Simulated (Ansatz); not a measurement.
A periodic model of amorphous Si24O47H:

```xyz
72
Lattice="10.2600 0.0000 0.0000 0.0000 10.2600 0.0000 0.0000 0.0000 10.2600" Properties=species:S:1:pos:R:3 pbc="T T T"
Si     4.2806     3.2451     1.2214
Si     6.8332     9.6623     1.2960
Si     9.8968     6.2459     4.8925
Si     3.0606     2.5106     3.8522
Si     1.5607     5.1961     3.0296
Si     9.7692     3.8024     1.1295
Si     2.5452    10.0770     4.9794
Si     3.0259     5.2722     7.1183
Si     8.8526    10.1089     7.4076
Si     2.4804     2.8062     8.9515
Si     6.1381     8.9885     8.5225
Si     8.4927     5.5637     7.1120
Si     9.9968     9.3341     4.4983
Si     7.5111     4.6617     9.6855
Si     7.7079     2.7423     7.4415
Si     5.2884     3.4203     5.7904
Si     4.1102     6.2691     1.9062
Si     7.5820     7.7819     3.3928
Si     7.3090     5.2547     4.6492
Si     9.4550     0.7941     1.8329
Si     4.9559     6.3584     9.3517
Si     5.0642     8.8204     3.4799
Si     3.3313     0.1384     8.0402
Si     0.8475     0.3033     9.5208
O      1.1017     1.9071     9.2648
O      2.1697     3.9430     7.8655
O      9.6935     2.3904     1.9949
O      2.1232     1.2291     4.2659
O      4.6457     4.7122     1.9252
O      0.2811     0.1236     0.8015
O      3.1022     3.4191     0.0918
O      0.2737     4.8513     2.1148
O      7.6938     8.3429     1.8809
O      8.6164     1.4348     7.3546
O      8.3210     5.7352     8.7115
O      3.5718     1.7164     8.3530
O      7.4651     9.2963     7.6230
O      4.7872     9.6957     7.9721
O      6.3039     2.4711     6.6747
O      4.2182     2.4984     4.9920
O      5.5748     2.4160     0.7063
O      9.4066     9.6938     5.9311
O      3.6280     5.9646     8.5787
O      9.5668     0.0409     3.2983
O      7.8970     0.6257     1.3906
O      8.2758     4.5019     0.8539
O      9.7949     6.3987     6.5104
O      2.2836     9.8176     9.1922
O      8.6125     3.9529     6.8208
O      1.3182     9.0440     4.5681
O      6.4426     9.5209    10.0173
O      1.0760     6.1967     4.2432
O      7.2492     6.0377     6.1144
O      3.6949     2.2589     2.3893
O      4.5859     7.3103     3.0881
O      6.2919     4.0284     4.5983
O      6.5360     8.6737     4.2714
O      5.4606     9.7561     2.1878
O      2.5045     6.1149     2.0990
O      2.6025    10.1904     6.5879
O      4.5257     7.0257     0.5335
O      7.4510     3.1552     9.0080
O      7.0640     6.2619     3.3880
O      3.9608     9.5263     4.4090
O      4.5818     4.5239     6.6937
O      2.1965     3.8943     3.7683
O      8.9419     5.0242     4.4072
O      9.1787     7.7798     4.1603
O      9.9690     9.8647     8.5603
O      5.9704     5.1254     9.7665
O      5.9030     7.3981     8.5252
H      5.9830     2.5915    10.1011
```

The numbers are results of PBE, scalar-relativistic without spin-orbit coupling (plane waves to 420 eV, PAW; Ansatz, a first-principles code), not measurements. The usual formal charges leave 3 electrons over, so the level spacing at the Fermi energy parts defect or band states and needn't be the band gap. In the spin-polarised cell the level spacing at the Fermi energy can part levels of unlike spin.

The cell was made by melting and quenching with the CHGNet potential and then relaxed with DFT. O atoms were pushed apart under 1.9 Å during the dynamics, to hinder bonds among them. The hot cell started wider than the set density and was brought back towards it in steps. It is the lowest in DFT energy of 4 quenches. It is a model cell: composition and starting density were chosen by hand, and all elements were melted together. No dispersion term was used. Its density started from a set value of 2.19 and ended at 2.19 g/cm³. Cooling (nominally 800 K/ps over its main leg) ran many orders faster than in experiment, which tends to leave more defects and strain. A cell of this size samples the disorder only roughly. The volume was held where the preparation left it, at a PBE pressure of 1.1 GPa. Stress components on the final sampling reach 1.4 GPa. On a 2×2×2 Γ-centred mesh force components of up to 0.22 eV/Å stay, since the relaxation ran on the zone centre alone.

Bonds are counted up to Si-Si 2.60 Å, Si-O 1.98 Å, Si-H 1.70 Å, O-O 1.58 Å, O-H 1.16 Å, H-H 0.90 Å. Two cations that share two anions don't count as bonded, nor two that share one unless they lie closer than Si-Si 2.38 Å.

### Question
Give the coordination numbers, mean bond lengths and angles.

### Answer

```json
{
  "Mean coordination of Si by anions": "3.92 (2 with 3, 22 with 4)",
  "Mean coordination of O": "2.02 (46 with 2, 1 with 3)",
  "Mean coordination of H": "1.00 (1 with 1)",
  "Mean Si-O bond": "1.641 Å (spread 0.042 Å, 94 counted)",
  "Bond angle at Si": "mean 109.1°, spread 4.7°",
  "Bond angle at O": "mean 136.1°, spread 15.1°"
}
```

### Question
Which atoms depart from the most common coordination of their element?

### Answer
Si6 has 3 (O32 1.63 Å, O27 1.66 Å, O46 1.67 Å); Si8 has 3 (O43 1.72 Å, O26 1.75 Å, O65 1.78 Å); O68 has 3 (Si18 1.77 Å, Si13 1.79 Å, Si3 1.85 Å).

### Question
List the pairs of like atoms that count as bonded by the rules above.

### Answer
There are none by these rules.

### Question
What Bader charges do the atoms carry, from a run on the zone centre alone?

### Answer
Means (range): Si +3.18 e (+1.84 to +3.31), O -1.64 e (-1.67 to -1.42), H +0.61 e (+0.61 to +0.61).
| atom | charge (e) |
|---|---|
| Si1 | +3.27 |
| Si2 | +3.29 |
| Si3 | +3.24 |
| Si4 | +3.29 |
| Si5 | +3.29 |
| Si6 | +2.46 |
| Si7 | +3.29 |
| Si8 | +1.84 |
| Si9 | +3.31 |
| Si10 | +3.26 |
| Si11 | +3.31 |
| Si12 | +3.26 |
| Si13 | +3.28 |
| Si14 | +3.27 |
| Si15 | +3.29 |
| Si16 | +3.27 |
| Si17 | +3.28 |
| Si18 | +3.24 |
| Si19 | +3.26 |
| Si20 | +3.29 |
| Si21 | +3.28 |
| Si22 | +3.28 |
| Si23 | +3.28 |
| Si24 | +3.27 |
| O25 | -1.65 |
| O26 | -1.65 |
| O27 | -1.63 |
| O28 | -1.64 |
| O29 | -1.64 |
| O30 | -1.64 |
| O31 | -1.66 |
| O32 | -1.64 |
| O33 | -1.63 |
| O34 | -1.65 |
| O35 | -1.64 |
| O36 | -1.65 |
| O37 | -1.64 |
| O38 | -1.65 |
| O39 | -1.65 |
| O40 | -1.65 |
| O41 | -1.42 |
| O42 | -1.65 |
| O43 | -1.65 |
| O44 | -1.65 |
| O45 | -1.64 |
| O46 | -1.63 |
| O47 | -1.63 |
| O48 | -1.63 |
| O49 | -1.64 |
| O50 | -1.63 |
| O51 | -1.66 |
| O52 | -1.63 |
| O53 | -1.64 |
| O54 | -1.64 |
| O55 | -1.64 |
| O56 | -1.64 |
| O57 | -1.63 |
| O58 | -1.63 |
| O59 | -1.64 |
| O60 | -1.65 |
| O61 | -1.64 |
| O62 | -1.65 |
| O63 | -1.63 |
| O64 | -1.65 |
| O65 | -1.65 |
| O66 | -1.66 |
| O67 | -1.63 |
| O68 | -1.67 |
| O69 | -1.64 |
| O70 | -1.65 |
| O71 | -1.65 |
| H72 | +0.61 |
